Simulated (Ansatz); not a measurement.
**How far PBE and PBEsol part for hypothetical fluorite ZrS2, S → Cl**

Base system: ZrS₂ in the fluorite structure (space group Fm-3m, No. 225; a = 6.263 Å; a hypothetical phase, not in the database extracts checked).

(Cell as relaxed with PBE.)

Levels (all Ansatz, a program for electronic structure, PAW, earlier PAW set): PBE (420 eV, no spin-orbit coupling); PBEsol (420 eV, without spin-orbit coupling).

Each level relaxes its own structure.

```tsv
base	PBE	PBEsol
volume per atom	20.48 Å³	19.76 Å³
lattice parameter a	6.263 Å	6.189 Å
band gap	zero	zero
```

Now apply this change: every S is replaced by Cl; the structure is relaxed again.

| quantity | PBE | PBEsol |
|---|---|---|
| largest site moment | 1.19 μB | ? |
| band gap | 0.38 eV | ? |
| lattice parameter a | 6.428 Å | ? |

Problem. What does PBEsol give?

Solution. 
- largest site moment, PBEsol: 1.11 μB
- band gap, PBEsol: zero
- lattice parameter a, PBEsol: 6.298 Å

PBE's largest site moment lies 0.08 μB above PBEsol's; they disagree on the band gap; PBE's lattice parameter a lies 0.1308 Å above PBEsol's (2.1 %). Neither level is exact; PBEsol is the comparison here, not a measurement.

Other magnetic orders, which the real material may have, were not ruled out. Stability against distortions was not tested. As relaxed here, ZrCl2 is a hypothetical phase, not in the database extracts checked. Where the two band edges lie in opposite spin channels, the gap is a spin-flip gap. Spin-polarised in the final run: PBE ZrCl2 and PBEsol ZrCl2; the other runs are not. The zero or small gap of ZrS2 can change with the level of theory.
